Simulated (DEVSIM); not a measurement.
Structure: Schottky contact on n-type GaP, at 300 K.

Layer 1 from the left is GaP, thickness (μm) 4.00, Nd (cm⁻³) 2.3e16, τn (s) 3.3e-7, τp (s) 3.3e-7.

Left contact: Schottky, work function 5.09 eV, emission velocity 4.2e6 cm/s. Right contact: ohmic. Voltage is applied to the left contact. Recombination: SRH at mid-gap, radiative. Mobility is μmin + (μ − μmin)/(1 + (N/Nref)^α).

The device is made up for the run: typed textbook-type constants, with dimensions and the other settings drawn at random. Values at 300 K.

GaP: gap (eV) 2.26, affinity (eV) 3.8, permittivity 11.1, Nc (cm⁻³) 1.8e19, Nv (cm⁻³) 1.9e19, μn (cm²/Vs) 250, μp (cm²/Vs) 150, μn,min 10, μp,min 10, Nref,n 4.4e18, Nref,p 1e18, αn 0.8, αp 0.85, B (cm³/s) 1e-13.

DEVSIM, 1D drift-diffusion, Boltzmann statistics, complete ionisation; no tunnelling, impact ionisation, image-force lowering or self-heating. Metal contacts follow the ideal Schottky-Mott rule: no Fermi-level pinning, no interface dipoles.

Dark forward current:

```
|V| (V)  |J| (A/cm²)
-------  -----------
0.10       1.008e-13
0.15       7.072e-13
0.20       4.881e-12
0.25       3.360e-11
0.30       2.311e-10
0.35        1.589e-9
0.40        1.091e-8
0.45        7.492e-8
0.50        5.138e-7
0.55        3.520e-6
0.60        2.408e-5
0.65       0.0001644
0.70        0.001120
0.75        0.007601
0.80         0.05132
0.85          0.3426
0.90           2.203
0.95           12.16
1.00           45.09
1.05           105.6
1.10           184.1
1.15           272.8
1.20           367.4
1.25           466.0
1.30           567.1
1.35           670.1
```

Question: Work out the local ideality factor n = ΔV / (kT/q · ln(J2/J1)) between the rows 0.15 and 0.20 V, 1.30 and 1.35 V.

Answer: kT/q = 25.85 mV. From 0.15 to 0.20 V: ln(4.881e-12/7.072e-13) = 1.932, n = 1.00, near the 1 of diffusion or emission over a barrier. From 1.30 to 1.35 V: ln(670.1/567.1) = 0.167, n = 11.59; the layers' resistance at their doping, Σ W/(qμN) = 0.00044 Ω cm², would take 45 mV of this step of 50 mV.

Question: Estimate the current at 0.50 V for emission alone, J0 = q v N_band exp(−φB/kT), and read the barrier back from the simulated current.

Answer: φB = 1.290 eV, N_band = 1.80e19 cm⁻³, J0 = 2.57e-15 A/cm²; J = J0 (exp(qV/kT) − 1) = 6.47e-7 A/cm². The simulation gives 5.14e-7 A/cm²; the estimate lies 26 % above. Read backwards, the simulated current gives an apparent barrier of 1.296 eV. The estimate leaves out transport through the depletion region and minority injection.
